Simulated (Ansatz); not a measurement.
PbSe (Cmcm, No. 63, 4 atoms in the cell; start mp-1063670; high-pressure phase), treated with LDA (plane waves, PAW; Ansatz, a program for electronic structure).

Numerical settings: plane-wave cutoff 520 eV, 8×8×8 k mesh, Fermi–Dirac smearing 0.01 eV, scalar-relativistic PAW data made under PBE.

Cell (relaxed at this level):

```xyz
4
Lattice="2.0990 -5.8218 0.0000 2.0990 5.8218 0.0000 0.0000 0.0000 4.3688" Properties=species:S:1:pos:R:3 pbc="T T T"
Pb     2.0990    -1.4678     3.2766
Pb     2.0990     1.4678     1.0922
Se     2.0990    -4.2662     3.2766
Se     2.0990     4.2662     1.0922
```

Question: What does this level give for the band gap and Γ–Γ gap?

Answer: 
- band gap = 0.57 eV
- Γ–Γ gap = 4.82 eV

Spin–orbit coupling is not included; with these elements it can move the gap by several tenths of an eV or more.

The computed numbers hold no vibrational or temperature effects.

A start named mp-… is a Materials Project structure, which need not be a measured phase.
